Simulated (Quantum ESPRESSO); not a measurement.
The steps of a band-structure calculation for CeCuGe (P-6m2, 3 atoms in the cell) with Quantum ESPRESSO.

Computed with LDA (PZ), SSSP 1.1.2 efficiency (PBE) pseudopotentials (plane waves; Quantum ESPRESSO).

Step 1 (scf):

```fortran
&control
    calculation = 'scf',
    prefix = 'scf',
    outdir = './tmp',
    pseudo_dir = './',
    tprnfor = .true.,
    tstress = .true.,
/
&system
    ibrav = 0,
    nat = 3,
    ntyp = 3,
    ecutwfc = 50,
    ecutrho = 400,
    occupations = 'smearing',
    smearing = 'fd',
    degauss = 0.0073499,
    nspin = 2,
    starting_magnetization(1) = 0.083,
    input_dft = 'pz',
/
&electrons
    conv_thr = 1e-10,
    mixing_beta = 0.4,
/
ATOMIC_SPECIES
Ce   140.1160  Ce.GGA-PBE-paw-v1.0.UPF
Cu    63.5460  Cu_pbe_v1.2.uspp.F.UPF
Ge    72.6300  ge_pbe_v1.4.uspp.F.UPF
CELL_PARAMETERS angstrom
   4.18422011     0.00000000     0.00000000
  -2.09211005     3.62364091     0.00000000
   0.00000000     0.00000000     4.11363000
ATOMIC_POSITIONS crystal
Ce    0.00000000    0.00000000    0.00000000
Cu    0.33333333    0.66666667    0.50000000
Ge    0.66666667    0.33333333    0.50000000
K_POINTS automatic
4 4 4  0 0 0
```

Step 2 (bands):

```fortran
&control
    calculation = 'bands',
    prefix = 'scf',
    outdir = './tmp',
    pseudo_dir = './',
    verbosity = 'high',
/
&system
    ibrav = 0,
    nat = 3,
    ntyp = 3,
    ecutwfc = 50,
    ecutrho = 400,
    occupations = 'smearing',
    smearing = 'fd',
    degauss = 0.0073499,
    nbnd = 30,
    nspin = 2,
    starting_magnetization(1) = 0.083,
    input_dft = 'pz',
/
&electrons
    conv_thr = 1e-10,
    startingwfc = 'random',
    diago_thr_init = 1.0d-6,
    diagonalization = 'cg',
/
ATOMIC_SPECIES
Ce   140.1160  Ce.GGA-PBE-paw-v1.0.UPF
Cu    63.5460  Cu_pbe_v1.2.uspp.F.UPF
Ge    72.6300  ge_pbe_v1.4.uspp.F.UPF
CELL_PARAMETERS angstrom
   4.18422011     0.00000000     0.00000000
  -2.09211005     3.62364091     0.00000000
   0.00000000     0.00000000     4.11363000
ATOMIC_POSITIONS crystal
Ce    0.00000000    0.00000000    0.00000000
Cu    0.33333333    0.66666667    0.50000000
Ge    0.66666667    0.33333333    0.50000000
K_POINTS crystal_b
12
  0.00000000   0.00000000   0.00000000   9  ! G
  0.50000000   0.00000000   0.00000000   5  ! M
  0.33333333   0.33333333   0.00000000  10  ! K
  0.00000000   0.00000000   0.00000000   8  ! G
  0.00000000   0.00000000   0.50000000   9  ! A
  0.50000000   0.00000000   0.50000000   5  ! L
  0.33333333   0.33333333   0.50000000  10  ! H
  0.00000000   0.00000000   0.50000000   1  ! A
  0.50000000   0.00000000   0.50000000   8  ! L
  0.50000000   0.00000000   0.00000000   1  ! M
  0.33333333   0.33333333   0.00000000   8  ! K
  0.33333333   0.33333333   0.50000000   1  ! H
```

Step 3 (bands.x):

```fortran
&bands
    prefix = 'scf',
    outdir = './tmp',
    filband = 'bands.dat',
    lsym = .false.,
/
```

Output of bands (abridged):

```
     Atomic positions and unit cell read from directory:
     ./tmp/scf.save/

     Message from routine setup:
     using ibrav=0 with symmetry is DISCOURAGED, use correct ibrav instead
     G-vector sticks info
     --------------------
     sticks:   dense  smooth     PW     G-vecs:    dense   smooth      PW
     Sum        1735     859    253                56815    20081    3343

     bravais-lattice index     =            0
   [... lines left out ...]
     unit-cell volume          =     420.9025 (a.u.)^3
     atomic species   magnetization
     number of k points=    75  Fermi-Dirac smearing, width (Ry)=  0.0073
   [... lines left out ...]
     8.9092   9.2551   9.2551  12.0926  12.0926  12.1447  12.2672  12.7302
    12.8244  12.8245  12.9043  12.9044  13.0260  13.9047

          k = 0.0556 0.0321 0.0000 (  2531 PWs)   bands (ev):

  -100.4280 -57.8441 -57.8439 -57.8069 -22.0954 -11.0053 -11.0051 -10.9816
   -10.9807 -10.9806  -4.7649  -4.6616  -4.6500   2.7682   8.5543   8.5911
     8.9189   9.2533   9.2533  11.8099  12.0895  12.1275  12.4059  12.7576
    12.8308  12.8351  12.8998  12.9056  13.0333  13.8279

   [... 73 blocks of this kind left out ...]

 ------ SPIN DOWN ----------

          k = 0.0000 0.0000 0.0000 (  2543 PWs)   bands (ev):

  -100.4281 -57.8441 -57.8438 -57.8070 -22.0964 -11.0053 -11.0052 -10.9817
   -10.9806 -10.9806  -4.7669  -4.6472  -4.6471   2.7296   8.5786   8.5787
     8.9092   9.2551   9.2552  12.0926  12.0926  12.1447  12.2672  12.7302
    12.8243  12.8243  12.9043  12.9043  13.0259  13.9046

          k = 0.0556 0.0321 0.0000 (  2531 PWs)   bands (ev):

  -100.4280 -57.8439 -57.8438 -57.8070 -22.0956 -11.0053 -11.0051 -10.9816
   -10.9807 -10.9806  -4.7649  -4.6616  -4.6501   2.7682   8.5543   8.5911
     8.9188   9.2533   9.2533  11.8095  12.0883  12.1288  12.4059  12.7576
    12.8306  12.8352  12.8998  12.9056  13.0333  13.8277

   [... 73 blocks of this kind left out ...]
```

Output of bands.x (abridged):

```
     Reading xml data from directory:

     ./tmp/scf.save/

     G-vector sticks info
     --------------------
     sticks:   dense  smooth     PW     G-vecs:    dense   smooth      PW
     Sum        1735     859    253                56815    20081    3343

     Reading collected, re-writing distributed wavefunctions
     high-symmetry point:  0.0000 0.0000 0.0000   x coordinate   0.0000
     high-symmetry point:  0.5000 0.2887 0.0000   x coordinate   0.5774
     high-symmetry point:  0.3333 0.5774 0.0000   x coordinate   0.9107
     high-symmetry point:  0.0000 0.0000 0.0000   x coordinate   1.5774
     high-symmetry point:  0.0000 0.0000 0.5086   x coordinate   2.0859
     high-symmetry point:  0.5000 0.2887 0.5086   x coordinate   2.6633
     high-symmetry point:  0.3333 0.5774 0.5086   x coordinate   2.9966
     high-symmetry point:  0.0000 0.0000 0.5086   x coordinate   3.6633
     high-symmetry point:  0.5000 0.2887 0.5086   x coordinate   3.6633
     high-symmetry point:  0.5000 0.2887 0.0000   x coordinate   4.1719
     high-symmetry point:  0.3333 0.5774 0.0000   x coordinate   4.1719
     high-symmetry point:  0.3333 0.5774 0.5086   x coordinate   4.6804

     Plottable bands (eV) written to file bands.dat.gnu
     Bands written to file bands.dat

   JOB DONE.
```

The starting cell comes from a database of computed structures (which also holds hypothetical and non-ambient phases and stackings), without a prior relaxation at this level. The starting moments vanished: the run ended non-magnetic, which need not be the lowest state. The f electrons are in the valence without U or exact exchange, which can misplace them near the Fermi level. Spin-orbit terms, which matter for f shells, are left out.
